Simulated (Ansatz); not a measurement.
Pressure series in TaS2

The reference is TaS2 in the CdI2 type structure (space group P-3m1, No. 164; a = 3.329 Å, c = 5.785 Å; layered, stacked along the Cartesian z axis).

Cell and atoms are relaxed at each pressure.

Computed with PBE-D3(BJ) (Ansatz, a first-principles code), scalar-relativistic without spin-orbit coupling.

Notes on the quantities. enthalpy: H = E + PV relative to the base's energy.

| case | c/a ratio | lattice parameter a | enthalpy |
|---|---|---|---|
| base | 1.738 | 3.329 Å | – |
| pressure −2 GPa | 1.808 | 3.358 Å | -0.24 eV/atom |
| pressure −1 GPa | 1.762 | 3.342 Å | -0.12 eV/atom |
| pressure 0.9 GPa | 1.724 | 3.317 Å | +0.10 eV/atom |
| pressure 2.1 GPa | 1.709 | 3.303 Å | +0.24 eV/atom |
| pressure 4.5 GPa | 1.690 | 3.278 Å | +0.50 eV/atom |
| pressure 9 GPa | 1.672 | 3.236 Å | +0.97 eV/atom |
| pressure 15 GPa | 1.660 | 3.190 Å | +1.57 eV/atom |
| pressure 22.5 GPa | 1.655 | 3.139 Å | +2.27 eV/atom |
| pressure 30 GPa | 1.656 | 3.095 Å | +2.95 eV/atom |

Load acts through the strain it causes; cell and atoms are relaxed under it. No phonon test of stability was made. Competing high-pressure phases were not computed. The final runs are not spin-polarised. An odd electron count without spin: TaS2.
